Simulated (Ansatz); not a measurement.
This concerns the formation energy of In_Al in Al (fcc, Fm-3m). Reaction: 63 Al (fcc) + In (I4/mmm) → cell A.

Cell A: a supercell of 64 sites of Al (fcc, Fm-3m) with In on an Al site (12 Al at 2.92 Å); spin state with PBE: run without spin, k-point mesh 4×4×4.
```
CELL_PARAMETERS angstrom
     11.42999     0.00000     0.00000
      5.71499     9.89866     0.00000
      5.71499     3.29955     9.33255
ATOMIC_POSITIONS crystal
  Al 0.00000 0.00000 0.00000
  Al 0.00000 0.00000 0.25019
  Al 0.00000 0.00000 0.50000
  Al 0.00000 0.00000 0.74981
  Al 0.00000 0.25019 0.00000
  Al 0.00114 0.24962 0.24962
  Al 0.00114 0.24962 0.49963
  Al 0.00000 0.25019 0.74981
  Al 0.00000 0.50000 0.00000
  Al 0.00114 0.49963 0.24962
  Al 0.00000 0.50000 0.50000
  Al 0.99886 0.50037 0.75038
  Al 0.00000 0.74981 0.00000
  Al 0.00000 0.74981 0.25019
  Al 0.99886 0.75038 0.50037
  Al 0.99886 0.75038 0.75038
  Al 0.25019 0.00000 0.00000
  Al 0.24962 0.00114 0.24962
  Al 0.24962 0.00114 0.49963
  Al 0.25019 0.00000 0.74981
  Al 0.24962 0.24962 0.00114
  Al 0.25000 0.25000 0.25000
  Al 0.24962 0.24962 0.49963
  Al 0.25033 0.25033 0.74967
  Al 0.24962 0.49963 0.00114
  Al 0.24962 0.49963 0.24962
  Al 0.24419 0.50000 0.50000
  Al 0.24419 0.50000 0.75581
  Al 0.25019 0.74981 0.00000
  Al 0.25033 0.74967 0.25033
  Al 0.24419 0.75581 0.50000
  Al 0.25033 0.74967 0.74967
  Al 0.50000 0.00000 0.00000
  Al 0.49963 0.00114 0.24962
  Al 0.50000 0.00000 0.50000
  Al 0.50037 0.99886 0.75038
  Al 0.49963 0.24962 0.00114
  Al 0.49963 0.24962 0.24962
  Al 0.50000 0.24419 0.50000
  Al 0.50000 0.24419 0.75581
  Al 0.50000 0.50000 0.00000
  Al 0.50000 0.50000 0.24419
  In 0.50000 0.50000 0.50000
  Al 0.50000 0.50000 0.75581
  Al 0.50037 0.75038 0.99886
  Al 0.50000 0.75581 0.24419
  Al 0.50000 0.75581 0.50000
  Al 0.50037 0.75038 0.75038
  Al 0.74981 0.00000 0.00000
  Al 0.74981 0.00000 0.25019
  Al 0.75038 0.99886 0.50037
  Al 0.75038 0.99886 0.75038
  Al 0.74981 0.25019 0.00000
  Al 0.74967 0.25033 0.25033
  Al 0.75581 0.24419 0.50000
  Al 0.74967 0.25033 0.74967
  Al 0.75038 0.50037 0.99886
  Al 0.75581 0.50000 0.24419
  Al 0.75581 0.50000 0.50000
  Al 0.75038 0.50037 0.75038
  Al 0.75038 0.75038 0.99886
  Al 0.74967 0.74967 0.25033
  Al 0.75038 0.75038 0.50037
  Al 0.75000 0.75000 0.75000
```

Reference: Al (fcc, Fm-3m), 64 atoms in the cell, the relaxed perfect crystal repeated, atoms not moved again, k-point mesh 4×4×4 on the run's own vectors.

Reference: In (I4/mmm), 1 atom in the cell, k-point mesh 24×24×24 on the run's own vectors. Conventional cell: a = 3.4166 Å, b = 3.4166 Å, c = 4.7175 Å, α = 90.00°, β = 90.00°, γ = 90.00°.

All numbers come from Ansatz (a first-principles code), plane waves with PAW, its default PAW set, cutoff 420 eV, 500 eV for r2SCAN. The structures are at rest with PBE, within the held lattices; other levels are single points on them. Neutral cells; Fermi-Dirac smearing of at most 0.10 eV in the solids, energies taken to zero width. The lattices are those relaxed with PBE, so at other levels the solids can be strained, which adds to the spread. Larger cells are relaxed from a start prepared with the learned potential CHGNet, on a coarser mesh till forces fall under 0.03 eV/Å, which some starts already meet. A dispersion term (D3(BJ), or D4 for r2SCAN) was computed beside these levels and is taken off wherever the name lacks it. No zero-point or thermal terms. No structure search was made; lower ones may exist. The runs are scalar-relativistic, without spin-orbit coupling. Values are for these cell sizes. Mesh and cell size may move defect energies by 0.1 eV or more. Cell A has symmetry Fm-3m within 0.02 Å and got no random move, so less symmetric positions, which may lie lower, weren't tried.

**Question.** Predict the value from PBE.

**Answer.** 0.82 eV, for 63 Al (fcc) + In (I4/mmm) → cell A.

**Question.** How does the value move with the functional?

**Answer.** 
```
Level   value (eV)  less PBE
------  ----------  --------
r2SCAN        0.69     -0.13
```

The levels shown span 0.13 eV, from r2SCAN (0.69) to PBE (0.82).
